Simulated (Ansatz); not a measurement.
## What biaxial strain −1.67 %, plane normal [111], relaxed out of plane does to GaP

The parent structure is GaP in the zinc blende structure (space group F-43m, No. 216; a = 5.391 Å). Axes: x, y, z lie along the cube axes.

Modification: compressive biaxial strain of 1.67 % in the plane normal to [111], as in epitaxy on a mismatched substrate; the out-of-plane cell vector and the atoms relax.

Method: LDA in Ansatz (plane waves to 420 eV, PAW, no spin-orbit coupling). Γ-centred 11×11×11 mesh, Fermi–Dirac width 0.05 eV.

Volume per atom: 19.09 Å³ (base 19.59 Å³)
Space group: R3m (No. 160) (base F-43m (No. 216))
Energy relative to the base (free energy F): +7.3 meV/atom
Band gap: 1.22 eV (base 1.38 eV)
Gap character: indirect, Γ → k = (0, 0.455, -0.455) in the run's primitive reciprocal basis
Smallest direct gap: 1.97 eV (base 1.88 eV)
Valence-band top at Γ (three highest levels, from the VBM): 0.00, 0.00, -0.23 eV (base 0.00, 0.00, 0.00 eV)
Valley order (the lowest conduction-band minima on the path, energy above the VBM, named in the base's zone): a point along [100], about 1.0 Å⁻¹ from Γ 1.23 eV; L along [1-11] 1.52 eV; L along [111] 1.87 eV; Γ 1.97 eV (base a point along ⟨100⟩, about 1.0 Å⁻¹ from Γ 1.38 eV; L along ⟨111⟩ 1.60 eV; Γ 1.88 eV)
Out-of-plane strain: +0.80 %
Ratio −ε⊥/ε∥: 0.48
Mean in-plane stress (compression positive): +3.7 GPa

Whether these cells are dynamically stable was not tested. Labels are those of the standard path for the cell's own space group.

Ansatz is a first-principles code.
